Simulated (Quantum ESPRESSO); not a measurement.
A self-consistent single point of SrZn₂Ge₂ (P1, 5 atoms in the cell) with Quantum ESPRESSO.

Computed with PBEsol, PSlibrary ultrasoft (PBE) pseudopotentials (plane waves; Quantum ESPRESSO).

```yaml
crystal:
  lattice:
    - [-2.19493, 2.19493, 5.26250]
    - [2.19493, -2.19493, 5.26250]
    - [2.19493, 2.19493, -5.26250]
  atoms:
    - { symbol: Sr, position: [0.99993, 0.99560, 0.99247] }
    - { symbol: Zn, position: [0.24199, 0.74790, 0.49574] }
    - { symbol: Zn, position: [0.75453, 0.24979, 0.50209] }
    - { symbol: Ge, position: [0.62451, 0.62151, 0.00337] }
    - { symbol: Ge, position: [0.37904, 0.38521, 0.00632] }
```

Reference input (self-consistent single point, DFT, PBEsol, plane waves, PSlibrary ultrasoft (PBE) pseudopotentials): ecutwfc = 50 Ry; ecutrho = 350 Ry; occupations = smearing; smearing = fd; degauss = 0.0073499 Ry; input_dft = pbesol; K_POINTS = automatic 4 4 6 0 0 0; conv_thr = 1e-10 Ry; mixing_beta = 0.5. This run's input differs from it in these lines:

```diff
@@ -38,3 +38,3 @@
 K_POINTS {automatic}
-4 4 6  0 0 0
+4 4 6  1 1 1
```

Output, abridged:

```
     Self-consistent Calculation

     iteration #  1     ecut=    50.00 Ry     beta= 0.50

     Threshold (ethr) on eigenvalues was too large:
     Diagonalizing with lowered threshold

     total energy              =    -389.32142020 Ry
     estimated scf accuracy    <       0.03617363 Ry

     iteration #  2     ecut=    50.00 Ry     beta= 0.50

     total energy              =    -389.32443964 Ry
     estimated scf accuracy    <       0.00579779 Ry

     iteration #  3     ecut=    50.00 Ry     beta= 0.50

     total energy              =    -389.32510399 Ry
     estimated scf accuracy    <       0.00168575 Ry

   [... 6 blocks of this kind left out ...]

     iteration # 10     ecut=    50.00 Ry     beta= 0.50

     total energy              =    -389.32541907 Ry
     estimated scf accuracy    <          1.1E-09 Ry

     iteration # 11     ecut=    50.00 Ry     beta= 0.50
     End of self-consistent calculation

     Number of k-points >= 100: set verbosity='high' to print the bands.

     the Fermi energy is     9.1526 ev

!    total energy              =    -389.32541907 Ry
     estimated scf accuracy    <          4.4E-11 Ry
     smearing contrib. (-TS)   =      -0.00265313 Ry
     internal energy E=F+TS    =    -389.32276595 Ry

     convergence has been achieved in  11 iterations

     Forces acting on atoms (cartesian axes, Ry/au):

     atom    1 type  1   force =     0.00443810    0.00152693   -0.00273625
     atom    2 type  2   force =     0.00274318    0.00663344    0.00629700
     atom    3 type  2   force =    -0.00000259   -0.00362402    0.00010844
     atom    4 type  3   force =    -0.00279243   -0.00696411   -0.00394653
     atom    5 type  3   force =    -0.00438626    0.00242775    0.00027735

     Total force =     0.015196     Total SCF correction =     0.000004

          total   stress  (Ry/bohr**3)                   (kbar)     P=      -18.54
  -0.00013288   0.00000107   0.00000129          -19.55        0.16        0.19
   0.00000107  -0.00012155   0.00001212            0.16      -17.88        1.78
   0.00000129   0.00001212  -0.00012369            0.19        1.78      -18.20

   JOB DONE.
```

The run converged in 11 iterations. Against the reference run the free energy drops by 9.3 meV/atom, the pressure hardly changes (-1.76 to -1.85 GPa) and the largest force goes from 0.233 to 0.246 eV/Å.

The starting cell comes from a database of computed structures (which also holds hypothetical and non-ambient phases and stackings), without a prior relaxation at this level. Its atoms were displaced at random from the sites of space group no. 139.

Cost on one core of a shared machine: roughly 10 min.
